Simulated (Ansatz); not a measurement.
## BiP (model structure, Fm-3m, No. 225, 2 atoms in the cell)

Computed with PBE (Ansatz, a program for electronic structure, PAW).

Run with plane-wave cutoff 520 eV, 16×16×16 k mesh, Fermi–Dirac smearing 0.05 eV, scalar-relativistic PAW data made under PBE.

Cell (relaxed at this level):

```yaml
crystal:
  lattice:
    - [0.00000, 2.92394, 2.92394]
    - [2.92394, 0.00000, 2.92394]
    - [2.92394, 2.92394, 0.00000]
  atoms:
    - { symbol: Bi, position: [0.00000, 0.00000, 0.00000] }
    - { symbol: P, position: [0.50000, 0.50000, 0.50000] }
```

| Quantity | Value |
|---|---|
| band gap | 0.05 eV (under three smearing widths, so not firm) |
| Γ–Γ gap | 5.67 eV |
| bulk modulus | 71.1 GPa |

Note: the bulk modulus is −V dP/dV from two relaxed cells at ±2 % in volume; the relaxation could raise the start's symmetry but not lower it, so the cell can be a saddle point.

Spin–orbit coupling is not included; it can close the smallest gap of 0.05 eV.

The computed numbers hold no vibrational or temperature effects.

It cost very roughly 40 core-seconds of CPU time.

A model structure was made by putting elements into a prototype or built by hand; it is no filed structure, need not be a known phase, and can be a saddle point held by its symmetry.
